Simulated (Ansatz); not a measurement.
An Ansatz (a first-principles code) run: Au with a change (biaxial strain +2.08 %, plane normal [111], relaxed out of plane); r2SCAN (Ansatz), spin-orbit coupling left out.

Input:

Ansatz 0.2 input:
```yaml
crystal:
  lattice:
    - [2.9771377145, 0, 0]
    - [1.4885688572, 2.5782768913, 0]
    - [1.4885688572, -0.8594256304, 2.3565264578]
  atoms:
    - { symbol: Au, position: [0, 0, 0] }
basis: { ecutwfc: 500, ecutrho_ratio: 4, xc_grid: 4, fft_grid_basis: typed }
kpoints: { mp_grid: { grid: [27, 27, 27] } }
hamiltonian:
  xc: r2scan
  dispersion: none
  pseudopotentials: { kind: paw }
scf: { occupations: { method: fermi_dirac, width: 0.1 } }
relax: { f_tol: 0.005, max_steps: 50, cell: { stress_tol: 0.01, fix: [a, b, gamma] } }
output: { forces: true, stress: true }
checkpoint: { write: state.ck, write_every: 1000 }
```

Output (explanatory and most iteration lines left out):

```
Relaxation: its limit of steps is 50 (relax.max_steps)
Pseudopotential: Au, paw, valence charge 19
Crystal: 1 atoms, lattice volume = 18.088 Å³
Basis set: ecut = 500 eV, 447 PW (Γ), exchange–correlation on 96×96×96 points (64 copies of the dense FFT grid, shifted against one another)
Bands: 14, of which v1, the nominal top of the filled ones, is band 10 counted from 1 (9 counted from 0)
Symmetry: 12 space group operations
Space group: R-3m (ITA 166), of the structure as read, at distance tolerance 2.6e-5 Å
k-points: 1834 of 19683
Functional: x = r2scan, c = r2scan; τ floored in thin density (d = 2e-4 eV/Å³)
SCF iter   1: F=—  HF=-13163.511737 eV  |F-HF|=—  |Δ(HF+E_count)|=         —  Δρ=1.47e-2  dr2=4.11e-2  dr2_τ=2.78e-3  ethr=1.77e-3  ⟨swp⟩=4.9  Hψ=133537  notcnv=0
SCF iter   2: F=—  HF=-13163.502787 eV  |F-HF|=—  |Δ(HF+E_count)|=   8.95e-3  Δρ=5.70e-3  dr2=5.62e-3  dr2_τ=1.11e-3  ethr=2.16e-4  ⟨swp⟩=1.1  Hψ=40637  notcnv=0  defer=10
SCF 1 converged in 6 iterations: F = -13163.503396 eV  dr2 = 1.23e-8
relax step   1: F+E_penalty+E_count = -13163.50339627 eV  Δ(F+E_penalty+E_count) = +0.000e0 eV  max|allowed force component| = 0.000e0 eV/Å  Δτ_max = 0.0000 Å  P = -4.178 GPa  Ω = 18.088 Å³  fix = [a, b, gamma]  reactions: a -4.422, b -4.422 GPa  (6 SCF iters, dr2 threshold 1.00e-7 eV, accepted)
[... steps on the carried basis left out ...]
relax step   6: F+E_penalty+E_count = -13163.50768456 eV  Δ(F+E_penalty+E_count) = -9.010e-7 eV  max|allowed force component| = 0.000e0 eV/Å  Δτ_max = 0.0000 Å  P = -1.232 GPa  Ω = 17.731 Å³  energy of the carried Pulay correction = +8.055e-7 eV  fix = [a, b, gamma]  reactions: a -1.849, b -1.849 GPa  (4 SCF iters, dr2 threshold 8.98e-10 eV, accepted)
Crystal: 1 atoms, lattice volume = 17.731 Å³
SCF iter   1: F=—  HF=-13163.507684 eV  |F-HF|=—  |Δ(HF+E_count)|=         —  Δρ=1.39e-6  dr2=3.22e-10  dr2_τ=3.78e-11  ethr=2.63e-10  ⟨swp⟩=4.1  Hψ=225707  notcnv=0
SCF iter   2: F=—  HF=-13163.507684 eV  |F-HF|=—  |Δ(HF+E_count)|=  8.00e-11  Δρ=4.73e-7  dr2=2.27e-11  dr2_τ=1.51e-11  ethr=1.69e-12  ⟨swp⟩=2.0  Hψ=35815  notcnv=0
SCF 7 converged in 5 iterations: F = -13163.507684 eV  dr2 = 3.48e-14
SCF converged after 5 iterations
Free energy (F): -13163.507684 eV
Internal energy: -13163.499411 eV  (E = F + TS)
E sigma→0 (E₀):  -13163.503547 eV
Entropy (-TS):   -0.008273 eV (-8.273 meV/atom)
Fermi energy:    19.450170 eV
--- Forces (eV/Å), atoms counted from 1 ---
  atom   1  Au     0.00000000     0.00000000     0.00000000
--- Stress (GPa, compression-positive) ---
       -1.848527      -0.000000      -0.000000
       -0.000000      -1.848527       0.000000
       -0.000000       0.000000       0.000166
  P = ⅓ Tr σ = -1.2323 GPa (-12.323 kbar)
--- Relaxed structure (5 steps of the walk, 5 accepted, 2 SCFs on fresh bases) ---
  cell:  # Å, volume = 17.7313 Å³
    - [2.9771377144874465, 2.886752142229352e-11, 4.2111966666931696e-11]
    - [1.4885688572187232, 2.5782768913253054, 2.821075494019566e-12]
    - [1.4885688572193814, -0.8594256304061858, 2.3099990387428586]
  atoms:
    - { symbol: Au, position: [0.0, 0.0, 0.0] }
```

Stability against distortions was not tested. The cell was made from Au in the fcc (Cu type) structure (space group Fm-3m, No. 225) by this change: biaxial strain +2.08 %, plane normal [111], relaxed out of plane.
